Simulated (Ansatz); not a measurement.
Start from SnTe in the rock salt structure (space group Fm-3m, No. 225; a = 6.4093 Å). Axes: x, y, z lie along the cube axes.

All numbers come from PBE (Ansatz, a first-principles code, PAW, without spin-orbit coupling), earlier PAW set.

Now apply this change: the cell is scaled by 1.0117 in all directions, atoms relaxed at fixed cell.

**Question.** Predict the stress tensor and what it implies for the stiffness.

**Answer.** Stress of the strained cell less that of the base (GPa, compression positive):
```
  -1.31    0.00    0.00
   0.00   -1.31    0.00
   0.00    0.00   -1.31
```

Then B = −ΔP/(ΔV/V₀) with ΔV/V₀ = 0.0355 gives secant stiffness values (nonlinear terms included at this strain): B ≈ 37 GPa.

As a check, the harmonic strain energy −½ V₀ Δσ:ε is 4.7 meV/atom; the computed energy rise is 4.9 meV/atom.

No phonon test of stability was made.
